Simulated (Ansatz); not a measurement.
Ansatz (a program for electronic structure) run on FeNi (R3m, 2 atoms in the cell): relaxation of the atoms.

Level of theory: LDA (PW92), default PAW files made with PBE (plane waves; Ansatz).

The change in words: one atom moved by 0.15 angstrom; relax: default → atoms; relax.f_tol: default → 0.001 eV/Å. Reference geometry:
```
FeNi
1.0
    1.25164     0.72264     4.11099
   -1.25164     0.72264     4.11099
    0.00000    -1.44527     4.11099
Fe Ni
1 1
Direct
  0.00000   0.00000   0.00000
  0.50000   0.50000   0.50000
```
Moments meant for the start (each program seeds them in its own way; μB, in the order of the atoms Fe Ni): 4.0 2.0.

Reference input (self-consistent single point, DFT, LDA (PW92), plane waves, default PAW files made with PBE): basis.ecutwfc = 420 eV; kpoints.mp_grid.grid = 13 13 13; hamiltonian.xc = lda; hamiltonian.pseudopotentials = {kind: paw} (the program's default PAW files); magnetization.spin_polarized = true; scf.occupations.method = fermi_dirac; scf.occupations.width = 0.1 eV. This run's input differs from it in these lines:

```diff
@@ -6,3 +6,3 @@
   atoms:
-    - { symbol: Fe, position: [0.000000, 0.000000, 0.000000], spin: 4.0 }
+    - { symbol: Fe, position: [0.012163, 0.012163, 0.012163], spin: 4.0 }
     - { symbol: Ni, position: [0.500000, 0.500000, 0.500000], spin: 2.0 }
@@ -19,2 +19,4 @@
   occupations: { method: fermi_dirac, width: 0.1 eV }
+relax:
+  f_tol: 0.001
 output:
```

Log, with long lists cut:

```
   [... SCF lines of the steps left out ...]
relax step   1: F+E_penalty+E_count = -10193.14984280 eV  Δ(F+E_penalty+E_count) = +0.000e0 eV  max|allowed force component| = 1.088e0 eV/Å  Δτ_max = 0.0000 Å  (21 SCF iters, dr2 threshold 1.00e-7 eV, accepted)
relax step   2: F+E_penalty+E_count = -10193.18891355 eV  Δ(F+E_penalty+E_count) = -3.907e-2 eV  max|allowed force component| = 7.569e-1 eV/Å  Δτ_max = 0.0212 Å  (10 SCF iters, dr2 threshold 7.40e-5 eV, accepted)
relax step   3: F+E_penalty+E_count = -10193.22891312 eV  Δ(F+E_penalty+E_count) = -4.000e-2 eV  max|allowed force component| = 8.731e-3 eV/Å  Δτ_max = 0.0531 Å  (10 SCF iters, dr2 threshold 3.58e-5 eV, accepted)
relax step   4: F+E_penalty+E_count = -10193.22891318 eV  Δ(F+E_penalty+E_count) = -6.267e-8 eV  max|allowed force component| = 8.655e-3 eV/Å  Δτ_max = 0.0000 Å  (6 SCF iters, accepted)
relax step   5: F+E_penalty+E_count = -10193.22891869 eV  Δ(F+E_penalty+E_count) = -5.512e-6 eV  max|allowed force component| = 6.558e-5 eV/Å  Δτ_max = 0.0006 Å  (7 SCF iters, dr2 threshold 4.68e-9 eV, accepted)
relax step   6: F+E_penalty+E_count = -10193.22891869 eV  Δ(F+E_penalty+E_count) = -2.328e-10 eV  max|allowed force component| = 6.417e-5 eV/Å  Δτ_max = 0.0000 Å  (2 SCF iters, accepted)
the relaxation is at rest under the 6 symmetry operations that the run kept from its start: a minimum is not shown …
the relaxation's final electronic state is not compared with the one that a single-point calculation of its input finds at the relaxed geometry …
Stability not checked: this state was not tested for a lower state beside it, because too few of the mixer's solves of this state at the end of the SCF gave a …
Magnetization: 3.0794 μB (18.5397 up, 15.4603 down)
   [... lines left out ...]
Absolute magnetization: 3.2251 μB (∫|ρ↑−ρ↓|, with the PAW one-centre terms)
Free energy (F): -10193.228919 eV
Fermi energy:    17.958983 eV
   [... lines left out ...]
--- Relaxed structure (6 steps of the walk, 6 accepted, 0 SCFs on fresh bases) ---
  F+E_penalty+E_count = -10193.22891869 eV   max|allowed force component| = 6.417e-5 eV/Å
  atoms:
    - { symbol: Fe, position: [0.006081888684960535, 0.0060818886849605324, 0.0060818886849605324] }
    - { symbol: Ni, position: [0.5060811113150395, 0.5060811113150395, 0.5060811113150395] }
```

The run converged. 

Summary of the result:
| Property | Value |
|---|---|
| Free energy E − TS (on the zero of these files) | -10193.2289 eV |
| Fermi level (on the code's own zero) | 17.96 eV |
| Pressure | -15.00 GPa |
| Size of the cell's spin moment | 3.08 μB |
| Relaxation steps | 6 |

The starting cell comes from a database of computed structures (which also holds hypothetical and non-ambient phases and stackings), without a prior relaxation at this level. Its lattice was rescaled by up to half a per cent. For this run, on top of that: one atom moved by 0.15 angstrom. The magnetic order is the one reached from the typed start; others were not searched systematically. The relaxation keeps the symmetry of its start, so its end need not be a minimum. Ansatz's pressure includes its estimate of the finite-basis (Pulay) stress.

Cost on one core of a shared machine: roughly 3 min.

Keys are those of Ansatz 0.2.
